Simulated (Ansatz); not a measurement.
**Amorphous Ba₁₂Ti₁₂O₃₆**

A CHGNet melt-quench gave the starting glass, which DFT then relaxed. O atoms were pushed apart under 1.9 Å during the dynamics, to hinder bonds among them. The hot cell started wider than the set density and was brought back towards it in steps. It is the lowest in DFT energy of 2 quenches. It is a model cell: composition and starting density were chosen by hand, and all elements were melted together. No dispersion term was used.

Methods: PBE, scalar-relativistic without spin-orbit coupling (Ansatz, a first-principles code); r2SCAN, scalar-relativistic without spin-orbit coupling (Ansatz); HSE06, scalar-relativistic without spin-orbit coupling (Ansatz). Geometry, pressure, stress and energy are those of the PBE run. Its sampling: a 2×2×2 Γ-centred mesh; Fermi-Dirac width 0.02 eV; no spin polarisation. Other functionals are single points at the zone centre (r2SCAN at 500 eV; exact exchange cut at the cell's faces), free to take moments where seeds were set. At PBE the levels at the filled edge of the gap are localised (band-tail or defect states).

The number of atoms in the cell is 60 and the density (volume relaxed, without dispersion) is 4.66 g/cm^3. The volume per atom is 16.62 Å³, the pressure on a 2×2×2 Γ-centred mesh comes out as 0.5 kbar and the largest force and stress component on that mesh (the relaxation ran on the zone centre alone) is 0.05 eV/Å and 1.5 GPa. The level gap on a 2×2×2 Γ-centred mesh (PBE) is 2.90 eV, the level gap at the zone centre (PBE) comes out as 2.92 eV and the level gap at the zone centre (r2SCAN) is 3.26 eV. The level gap at the zone centre (HSE06) comes out as 4.42 eV.

Cut-offs for bonds: Ba-Ba 4.73 Å, Ba-Ti 3.93 Å, Ba-O 3.72 Å, Ti-Ti 3.12 Å, Ti-O 2.42 Å, O-O 1.58 Å. Two cations that share two anions don't count as bonded, nor two that share one unless they lie closer than Ba-Ba 4.60 Å, Ba-Ti 3.82 Å, Ti-Ti 3.04 Å.

| Quantity | Result |
|---|---|
| Mean coordination of Ba by anions | 8.75 (1 with 6, 3 with 8, 5 with 9, 3 with 10); 8 close contacts or bonds to cations besides |
| Mean coordination of Ti by anions | 5.08 (3 with 4, 5 with 5, 4 with 6); 2 close contacts or bonds to cations besides |
| Mean coordination of O | 4.61 (18 with 4, 14 with 5, 4 with 6) |
| Mean Ba-O bond | 2.932 Å (spread 0.295 Å, 105 counted) |
| Mean Ti-O bond | 1.946 Å (spread 0.122 Å, 61 counted) |

Its density started from a set value of 4.93 g/cm³. The quench (nominally 280 K/ps over its main leg) was far faster than any real one, so the model tends to hold more defects than a real film. One small periodic cell is one sample of the glass; other quenches scatter about these values. The volume was free in the relaxation, at fixed shape. Stress components on the final sampling reach 1.5 GPa.
